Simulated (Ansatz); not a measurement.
```
CELL_PARAMETERS angstrom
      3.91985     0.00000     0.00000
      0.00000     3.91985     0.00000
      0.00000     0.00000     4.00270
ATOMIC_POSITIONS crystal
  Li 0.00000 0.00000 0.22037
  Ta 0.50000 0.50000 0.47856
  O  0.00000 0.50000 0.40930
  O  0.50000 0.50000 0.93572
  O  0.50000 0.00000 0.40930
```

The cell was generated from a structure type, relaxed within its symmetry, and need not be the phase found at ambient conditions. Spin-orbit coupling is not included. Li is the large-site (A) cation and Ta the one bonded closest to the anions (B).

Task: Give the diagonal Born effective charges atom by atom and the electronic dielectric tensor from linear response, PBEsol density-functional theory in Ansatz (plane waves, PAW).

Result: 
```tsv
atom	Z*xx	Z*yy	Z*zz
Li1	1.11	1.11	1.01
Ta2	7.57	7.57	6.76
O3	-5.76	-1.66	-1.28
O4	-1.26	-1.26	-5.22
O5	-1.66	-5.76	-1.28
```

ε∞ diagonal: 4.56, 4.56, 4.34. At this level the polar cell without biaxial strain is unstable to a cell-doubling distortion (lowest mode away from Γ 73i cm⁻¹ on a 2×2×2 mesh), so it is not the ground state.

Ansatz is a program for electronic structure.
